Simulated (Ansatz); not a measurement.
# A self-consistent single point of Na2Al (Fd-3m, 6 atoms in the cell) with Ansatz

Level of theory: PBEsol, default PAW files made with PBE (plane waves; Ansatz, an electronic-structure program).

Input:

Ansatz 0.2 input:
```yaml
# Na2Al
crystal:
  lattice:
    - [0.000000, 4.834623, 4.834623]
    - [4.834623, 0.000000, 4.834623]
    - [4.834623, 4.834623, 0.000000]
  atoms:
    - { symbol: Na, position: [0.125000, 0.125000, 0.125000] }
    - { symbol: Na, position: [0.625000, 0.125000, 0.125000] }
    - { symbol: Na, position: [0.125000, 0.625000, 0.125000] }
    - { symbol: Na, position: [0.125000, 0.125000, 0.625000] }
    - { symbol: Al, position: [0.750000, 0.750000, 0.750000] }
    - { symbol: Al, position: [0.500000, 0.500000, 0.500000] }
basis:
  ecutwfc: 420.0 eV
kpoints:
  mp_grid:
    grid: [6, 6, 6]
hamiltonian:
  xc: pbesol
  pseudopotentials:
    kind: paw
scf:
  occupations:
    method: fermi_dirac
    width: 0.1 eV
output:
  forces: true
  eigenvalues: true
  stress: true
```

The program printed (abridged):

```
WARN ansatz: RAYON_NUM_THREADS=1 ignored (pool sized by the plan → 1); use --threads N
Pseudopotentials: kind: paw
Pseudopotential: Na, paw, valence charge 9
Pseudopotential: Al, paw, valence charge 3
Crystal: 6 atoms, lattice volume = 226.005 Å³
Basis set: ecut = 420 eV, 4477 PW (Γ), exchange–correlation on 96×96×96 points (8 copies of the dense FFT grid, shifted against one another)
Bands: 27, of which v1, the nominal top of the filled ones, is band 21 counted from 1 (20 counted from 0)
Symmetry: 48 space group operations
Space group: Fd-3m (ITA 227), of the structure as read, at distance tolerance 6.1e-5 Å
k-points: 16 of 216
PAW frozen core: Na, regenerated for the run's functional, and the local potential with it
PAW frozen core: Al, regenerated for the run's functional, and the local potential with it
Initial density: superposition of atomic densities (neutral atoms: chi_scale 0, normalization atom), corrected by the library's trained network
Initial wavefunctions: pseudopotential atomic-orbital guess
Eigensolver: davidson
Functional: x = pbesol(κ = 0.804, μ = 0.12345679012345678), c = pbesol(β = 0.046)
SCF iter   1: F=—  HF=-6949.317822 eV  |F-HF|=—  |Δ(HF+E_count)|=         —  Δρ=2.39e-3  dr2=3.97e-2  ethr=1.77e-3  ⟨swp⟩=6.2  Hψ=2041  notcnv=0  defer=1
all-band conjugate gradients solve this SCF's bands
preconditioner: auto → Kerker (q_TF=auto, 2.061 Å⁻¹)
SCF iter   2: F=—  HF=-6949.310826 eV  |F-HF|=—  |Δ(HF+E_count)|=   7.00e-3  Δρ=1.13e-3  dr2=1.65e-2  ethr=9.45e-5  ⟨swp⟩=1.1  Hψ=561  notcnv=0
SCF iter   3: F=—  HF=-6949.307485 eV  |F-HF|=—  |Δ(HF+E_count)|=   3.34e-3  Δρ=4.54e-4  dr2=1.79e-3  ethr=3.92e-5  ⟨swp⟩=1.9  Hψ=463  notcnv=0
SCF iter   4: F=—  HF=-6949.307035 eV  |F-HF|=—  |Δ(HF+E_count)|=   4.51e-4  Δρ=1.20e-4  dr2=5.10e-5  ethr=4.25e-6  ⟨swp⟩=2.9  Hψ=711  notcnv=0
SCF iter   5: F=—  HF=-6949.306997 eV  |F-HF|=—  |Δ(HF+E_count)|=   3.80e-5  Δρ=2.23e-5  dr2=2.29e-6  ethr=1.21e-7  ⟨swp⟩=2.1  Hψ=501  notcnv=0
SCF iter   6: F=-6949.306996 eV  HF=-6949.306996 eV  |F-HF|=1.07e-8  |Δ(HF+E_count)|=   4.94e-7  Δρ=4.76e-6  dr2=6.63e-8  ethr=2.38e-10  ⟨swp⟩=4.8  Hψ=2205  notcnv=0
SCF 1 converged in 6 iterations: F = -6949.306996 eV  dr2 = 6.63e-8
SCF converged after 6 iterations
Free energy (F): -6949.306996 eV
Harris-Foulkes:  -6949.306996 eV  (|F-HF|=1.07e-8)
Internal energy: -6949.164486 eV  (E = F + TS)
E sigma→0 (E₀):  -6949.235741 eV
Entropy (-TS):   -0.142510 eV (-23.752 meV/atom)
Fermi energy:    1.510873 eV
--- Per-component energies (eV) ---
  E_band       = -974.579913
  E_kinetic    = 511.700118
  E_local      = -6303.062707  (includes V_loc(G=0)·N_el)
  E_nonlocal   = 485.302842
  E_hartree    = 2368.129521
  E_xc         = -221.032713
  E_vxc        = -241.976719  (∫ρ·V_xc dr)
  E_paw        = -1922.303656  (= ΣΔE_a)
  E_vpaw       = -162.803253  (= ΣTr[D̂ρ^β])
  E_aug_tail   = -0.000087  (compensation charges beyond the density's cutoff)
  E_ewald      = -1868.154857
  E_core_change = 0.257053  (= ΣΔE_core)
  E_smearing   = -0.142510  (= −TS)
  E_closure    = -0.000000  (closes the sum)
  Σ components = -6949.306996   (vs F -6949.306996, Δ=0.00e0)
--- Forces (eV/Å), atoms counted from 1 ---
  atom   1  Na     0.00000000    -0.00000000    -0.00000000
   [... zero for the other atoms too ...]
  max |Σ_I F_I| component: 2.20e-17 eV/Å
--- Stress (GPa, compression-positive) ---
       -2.783419      -0.000000      -0.000000
        0.000000      -2.783419       0.000000
       -0.000000       0.000000      -2.783419
  P = ⅓ Tr σ = -2.7834 GPa (-27.834 kbar)
  The stress holds the Pulay correction. Without it, at fixed plane waves, as pw.x and ABINIT print it: P = -2.7885 GPa
--- Band table (eV; the first three rows and the last of 16) ---
  k-point 0: bands = ["-51.1893", "-51.1850", "-51.1850", "-51.1850", "-23.3509", "-23.2960", "-23.2960", "-23.2960", "-23.2628", "-23.2628", "-23.2506", "-23.2506", "-23.2506", "-23.2383", "-23.2383", "-23.2383", "-3.6344", "-1.3721", "1.1062", [...]
  k-point 1: bands = ["-51.1891", "-51.1852", "-51.1850", "-51.1850", "-23.3477", "-23.2970", "-23.2951", "-23.2951", "-23.2622", "-23.2622", "-23.2529", "-23.2509", "-23.2509", "-23.2397", "-23.2397", "-23.2383", "-3.5368", "-1.5349", "0.5790", [...]
  k-point 2: bands = ["-51.1886", "-51.1857", "-51.1850", "-51.1850", "-23.3404", "-23.2998", "-23.2931", "-23.2931", "-23.2601", "-23.2601", "-23.2576", "-23.2518", "-23.2518", "-23.2428", "-23.2428", "-23.2383", "-3.2770", "-1.9246", "0.0071", [...]
  k-point 15: bands = ["-51.1871", "-51.1871", "-51.1850", "-51.1850", "-23.3197", "-23.3197", "-23.2881", "-23.2881", "-23.2609", "-23.2609", "-23.2552", "-23.2552", "-23.2489", "-23.2489", "-23.2432", "-23.2432", "-2.6013", "-2.6013", "-0.0712", [...]
```

The run converged in 6 iterations.

The starting cell was generated: these elements placed on a structure prototype, without a prior relaxation; it need not be a known phase or ordering of this composition. Its lattice was rescaled by a random factor within 2.5 % of one. Ansatz's pressure includes its estimate of the finite-basis (Pulay) stress.
